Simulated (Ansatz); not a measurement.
This Ansatz (a quantum-chemistry and plane-wave program) input is the reference run, AgCl in the rock salt structure (space group Fm-3m, No. 225), computed with PBEsol, PAW, 420 eV (Ansatz; spin-orbit coupling left out):

Ansatz 0.2 input:
```yaml
crystal:
  lattice:
    - [0, 2.7237414207, 2.7237414207]
    - [2.7237414207, 0, 2.7237414207]
    - [2.7237414207, 2.7237414207, 0]
  atoms:
    - { symbol: Ag, position: [0, 0, 0] }
    - { symbol: Cl, position: [0.5, 0.5, 0.5] }
basis: { ecutwfc: 420, ecutrho_ratio: 4, xc_grid: 2, fft_grid_basis: typed }
kpoints: { mp_grid: { grid: [10, 10, 10] } }
hamiltonian:
  xc: pbesol
  dispersion: none
  pseudopotentials: { kind: paw }
scf: { occupations: { method: fermi_dirac, width: 0.05 }, convergence: { dr2_threshold: 0.0000000002 } }
output: { forces: true, stress: true }
checkpoint: { write: state.ck, write_every: 1000 }
```

### Question
Write the input for this change: uniaxial strain ε_zz = +2.00 %, all other strain components held at zero; the atoms relax in the strained cell.

### Answer
Ansatz 0.2 input:
```yaml
crystal:
  lattice:
    - [0, 2.7237414207, 2.7782162491]
    - [2.7237414207, 0, 2.7782162491]
    - [2.7237414207, 2.7237414207, 0]
  atoms:
    - { symbol: Ag, position: [0, 0, 0] }
    - { symbol: Cl, position: [0.5, 0.5, 0.5] }
basis: { ecutwfc: 420, ecutrho_ratio: 4, xc_grid: 2, fft_grid_basis: typed }
kpoints: { mp_grid: { grid: [10, 10, 10] } }
hamiltonian:
  xc: pbesol
  dispersion: none
  pseudopotentials: { kind: paw }
scf: { occupations: { method: fermi_dirac, width: 0.05 }, convergence: { dr2_threshold: 0.0000000002 } }
relax: { f_tol: 0.005, max_steps: 50 }
output: { forces: true, stress: true }
checkpoint: { write: state.ck, write_every: 1000 }
```
This is the input that was run.

Whether these cells are dynamically stable was not tested.
